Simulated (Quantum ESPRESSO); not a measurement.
**A series of runs on CsSnI3 (Pm-3m, 5 atoms in the cell)**

```cif
data_CsI3Sn
_chemical_formula_sum 'Cs1 Sn1 I3'
_space_group_name_H-M_alt 'P 1'
_space_group_IT_number 1
_cell_length_a 6.28623
_cell_length_b 6.28623
_cell_length_c 6.28623
_cell_angle_alpha 90.000
_cell_angle_beta 90.000
_cell_angle_gamma 90.000
loop_
_space_group_symop_operation_xyz
  'x, y, z'
loop_
_atom_site_label
_atom_site_type_symbol
_atom_site_fract_x
_atom_site_fract_y
_atom_site_fract_z
_atom_site_occupancy
Cs1 Cs 0.50000 0.50000 0.50000 1
Sn1 Sn 0.00000 0.00000 0.00000 1
I1 I 0.50000 0.00000 0.00000 1
I2 I 0.00000 0.50000 0.00000 1
I3 I 0.00000 0.00000 0.50000 1
```

Base run A: LDA (PZ), GBRV 1.5 ultrasoft (LDA) pseudopotentials (Quantum ESPRESSO), self-consistent single point.

Its settings: ecutwfc = 40 Ry; ecutrho = 200 Ry; occupations = smearing; smearing = fd; degauss = 0.0036749 Ry; potentials = {Cs: cs_lda_v1.uspp.F.UPF, Sn: sn_lda_v1.4.uspp.F.UPF, I: i_lda_v1.uspp.F.UPF}; K_POINTS = automatic 4 4 4 0 0 0; conv_thr = 1e-09 Ry.

The starting cell comes from a database of computed structures (which also holds hypothetical and non-ambient phases and stackings), without a prior relaxation at this level. Spin-orbit coupling is off.

Total energies depend on the potentials, the functional and any Hubbard or dispersion term, so they are compared only between runs that share all of them.

Run A gave: pressure (GPa) -1.83; gap on the mesh (eV) 0.437.

Runs:
- B: pseudopotentials: {Cs: cs_lda_v1.uspp.F.UPF, Sn: sn_lda_v1.4.uspp.F.UPF, I: i_lda_v1.uspp.F.UPF} → {Cs: cs_pbesol_v1.uspp.F.UPF, Sn: sn_pbesol_v1.4.uspp.F.UPF, I: i_pbesol_v1.uspp.F.UPF} [PBEsol]
- C: pseudopotentials: {Cs: cs_lda_v1.uspp.F.UPF, Sn: sn_lda_v1.4.uspp.F.UPF, I: i_lda_v1.uspp.F.UPF} → {Cs: cs_pbe_v1.uspp.F.UPF, Sn: sn_pbe_v1.4.uspp.F.UPF, I: i_pbe_v1.uspp.F.UPF}; input_dft: default → rpbe [RPBE]
- D: pseudopotentials: {Cs: cs_lda_v1.uspp.F.UPF, Sn: sn_lda_v1.4.uspp.F.UPF, I: i_lda_v1.uspp.F.UPF} → {Cs: cs_pbe_v1.uspp.F.UPF, Sn: sn_pbe_v1.4.uspp.F.UPF, I: i_pbe_v1.uspp.F.UPF}; input_dft: default → revpbe [revPBE]
- E: pseudopotentials: {Cs: cs_lda_v1.uspp.F.UPF, Sn: sn_lda_v1.4.uspp.F.UPF, I: i_lda_v1.uspp.F.UPF} → {Cs: cs_pbe_v1.uspp.F.UPF, Sn: sn_pbe_v1.4.uspp.F.UPF, I: i_pbe_v1.uspp.F.UPF}; input_dft: default → blyp [BLYP]
- F: pseudopotentials: {Cs: cs_lda_v1.uspp.F.UPF, Sn: sn_lda_v1.4.uspp.F.UPF, I: i_lda_v1.uspp.F.UPF} → {Cs: cs_pbe_v1.uspp.F.UPF, Sn: sn_pbe_v1.4.uspp.F.UPF, I: i_pbe_v1.uspp.F.UPF}; input_dft: default → wc [Wu-Cohen GGA]
- G: pseudopotentials: {Cs: cs_lda_v1.uspp.F.UPF, Sn: sn_lda_v1.4.uspp.F.UPF, I: i_lda_v1.uspp.F.UPF} → {Cs: cs_pbe_v1.uspp.F.UPF, Sn: sn_pbe_v1.4.uspp.F.UPF, I: i_pbe_v1.uspp.F.UPF}; input_dft: default → pw91 [PW91]
- H: pseudopotentials: {Cs: cs_lda_v1.uspp.F.UPF, Sn: sn_lda_v1.4.uspp.F.UPF, I: i_lda_v1.uspp.F.UPF} → {Cs: cs_pbe_v1.uspp.F.UPF, Sn: sn_pbe_v1.4.uspp.F.UPF, I: i_pbe_v1.uspp.F.UPF}; input_dft: default → vdw-df2 [vdW-DF2]
- I: pseudopotentials: {Cs: cs_lda_v1.uspp.F.UPF, Sn: sn_lda_v1.4.uspp.F.UPF, I: i_lda_v1.uspp.F.UPF} → {Cs: cs_pbe_v1.uspp.F.UPF, Sn: sn_pbe_v1.4.uspp.F.UPF, I: i_pbe_v1.uspp.F.UPF}; input_dft: default → vdw-df-cx [vdW-DF-cx]
- J: pseudopotentials: {Cs: cs_lda_v1.uspp.F.UPF, Sn: sn_lda_v1.4.uspp.F.UPF, I: i_lda_v1.uspp.F.UPF} → {Cs: cs_pbe_v1.uspp.F.UPF, Sn: sn_pbe_v1.4.uspp.F.UPF, I: i_pbe_v1.uspp.F.UPF}; input_dft: default → rvv10 [rVV10]

Problem. What does run J change against A?

Solution. The pressure goes from -1.83 to -0.40 GPa and the gap on the mesh goes from 0.437 to 0.471 eV.

Problem. What does run D change against A?

Solution. The pressure goes from -1.83 to 0.93 GPa and the gap on the mesh goes from 0.437 to 0.489 eV.

Problem. What does run E change against A?

Solution. The pressure goes from -1.83 to 1.45 GPa and the gap on the mesh goes from 0.437 to 0.606 eV.

```
run  pressure (GPa)  gap on the mesh (eV)
---  --------------  --------------------
A             -1.83                 0.437
B             -0.99                 0.417
C              1.15                 0.498
D              0.93                 0.489
E              1.45                 0.606
F             -0.88                 0.419
G              0.07                 0.485
H              1.23                 0.658
I             -0.79                 0.508
J             -0.40                 0.471
```
